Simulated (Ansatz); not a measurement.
The starting structures come from a database of crystals and need not be the phases stable at ambient conditions.

By PBEsol, the system below comes out a metal.

A figure of merit of an interconnect metal is its ballistic conductance per area.

```yaml
crystal:
  lattice:
    - [5.52955, 0.00000, 0.00000]
    - [-2.76477, 4.78873, 0.00000]
    - [2.76477, 1.59624, 2.25743]
  atoms:
    - { symbol: Nb, position: [0.00000, 0.00000, 0.00000] }
    - { symbol: Zn, position: [0.50000, 0.00000, 0.00000] }
    - { symbol: Zn, position: [0.50000, 0.50000, 0.00000] }
    - { symbol: Zn, position: [0.00000, 0.50000, 0.00000] }
```

Space group of this cell: Pm-3m, Cu3Au type. The cell is taken as given; by PBEsol its mean pressure is -3.3 GPa.

The current flows along the normal of the first two printed cell vectors, the (111) plane of the conventional cell. No spin-orbit coupling; the value is a mean over 0.1 eV about the Fermi level.

Problem. Compute, with PBEsol run with Ansatz (a first-principles code), the ballistic conductance per area.

Solution. 0.48 × 10¹⁵ S/m² for both spins.
